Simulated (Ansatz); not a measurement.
A hypothetical phase is included: elements placed on a structure type, which no database files for this compound.

By PBEsol, the system below comes out a metal.

Without scattering a metal conducts by its projected Fermi surface.

```xyz
3
Lattice="4.5233 0.4514 0.0000 2.6501 3.6934 0.0000 0.9366 -1.6210 1.8721" Properties=species:S:1:pos:R:3 pbc="T T T"
Mg     0.0000     0.0000     0.0000
B      5.1359     2.9676     0.0000
B      2.0375     1.1773     0.0000
```

The cell was relaxed by PBE-D3(BJ); by PBEsol it stands under a pressure of 2.4 GPa.

The current flows along the normal of the first two printed cell vectors, the (110) plane of the conventional cell. No spin-orbit coupling; the value is a mean over 0.1 eV about the Fermi level.

**Question.** Predict the ballistic conductance per area from PBEsol (Ansatz, an electronic-structure program).

**Answer.** 1.5 × 10¹⁵ S/m² for both spins.
